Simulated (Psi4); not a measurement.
Psi4 1.11, HF/def2-svp: V(NMe)(Me)2(OSiH3) (C[N]=[V]([CH3])([CH3])[O][SiH3]), 19 atoms. The geometry is a generated start, not checked to be a minimum at this level.

- task = energy
- method = scf
- basis = def2-svp
- memory = 3 GB
- maxiter = 100
- keys of the molecule block = symmetry c1
- scf_type = df (default)
- e_convergence = 1e-06 (default)
- d_convergence = 1e-06 (default)
- basis functions = 179

```xyz
19

V      0.0639     0.1920     0.3330
N     -1.0023    -0.9662     0.0975
C     -1.8550    -1.9917    -0.3221
H     -1.3074    -2.7233    -0.9333
H     -2.2880    -2.5056     0.5457
H     -2.6717    -1.5703    -0.9242
C      0.8645    -0.3507     2.1055
H      0.4343    -1.2071     2.6279
H      0.7391     0.5386     2.7414
H      1.9397    -0.5298     1.9832
C     -1.1924     1.7540     0.5690
H     -1.9454     1.5548     1.3416
H     -1.7164     2.0440    -0.3492
H     -0.5716     2.6047     0.8927
O      1.2273     0.4899    -0.8607
Si     2.1253     0.6298    -2.1807
H      1.5132    -0.1725    -3.2550
H      3.4872     0.1499    -1.8751
H      2.1556     2.0595    -2.5374
```

Charge 0 and multiplicity 1 are set for this test and not shown to be the ground state.

With the defaults (damping_percentage = 0, diis = true, scf_initial_accelerator = adiis, soscf = false, diis_max_vecs = 10, guess = auto, which took SAD) it converges in 14 SCF iterations. One run each on 2 threads, with these changes:
- diis_max_vecs = 20
- soscf = true
- diis_max_vecs = 6
- diis_max_vecs = 3
- damping_percentage = 60
- guess = sapgau
- damping_percentage = 60, diis = false, scf_initial_accelerator = none
- guess = modhuckel
- guess = core

Question: Which runs fail or end elsewhere than the default run?

Answer: No convergence: damping_percentage = 60; damping_percentage = 60, diis = false, scf_initial_accelerator = none (the run ends without SCF convergence in 100 iterations). The rest reach the solution of the defaults.

| setting | SCF iterations | JK calls | end |
|---|---|---|---|
| soscf = true | 10 | 41 | same solution |
| the defaults | 14 | 15 | same solution |
| diis_max_vecs = 20 | 14 | 15 | same solution |
| guess = modhuckel | 14 | 49 | same solution |
| diis_max_vecs = 6 | 15 | 16 | same solution |
| guess = sapgau | 15 | 15 | same solution |
| guess = core | 19 | 19 | same solution |
| diis_max_vecs = 3 | 30 | 31 | same solution |
| damping_percentage = 60 | 100 | 101 | no convergence |
| damping_percentage = 60, diis = false, scf_initial_accelerator = none | 100 | 101 | no convergence |

An SOSCF iteration holds several JK calls; a Hückel guess adds calls on atoms.
